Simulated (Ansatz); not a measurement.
The starting structures come from a database of crystals and need not be the phases stable at ambient conditions.

Data:

```
La2Cl3N
1.0
    6.16578     0.00000     0.00000
    0.00000     6.94324     0.00000
    3.08289     3.47162     6.90866
La N Cl
4 2 6
Cartesian
  3.08289   1.22888   1.29413
  6.16578   9.18598   5.61453
  3.08289   4.70050   5.61453
  6.16578   5.71436   1.29413
  4.62434   0.00000   0.00000
  1.54144   0.00000   0.00000
  4.62434   3.47162   0.00000
  1.54144   3.47162   0.00000
  3.08289   2.17435   4.17946
  6.16578   8.24051   2.72920
  3.08289   5.64597   2.72920
  6.16578   4.76889   4.17946
```

Space group of this cell: Ibam. The cell is taken as given.

Transport runs along the normal of the first two printed cell vectors.

The gap is the functional's own. No spin-orbit coupling. Mid-gap values are interpolated on the energy grid.

### Question
Compute, with r2SCAN (Ansatz, an electronic-structure program), the band gap and the smallest decay constant κ at mid-gap.

### Answer
Gap 3.80 eV on a 6×6×6 mesh; κ = 0.416 1/Å, at (0.000, 0.167) of the in-plane reciprocal vectors. At the zone centre, at the nearest computed energy, the slowest state has κ = 0.43 1/Å.
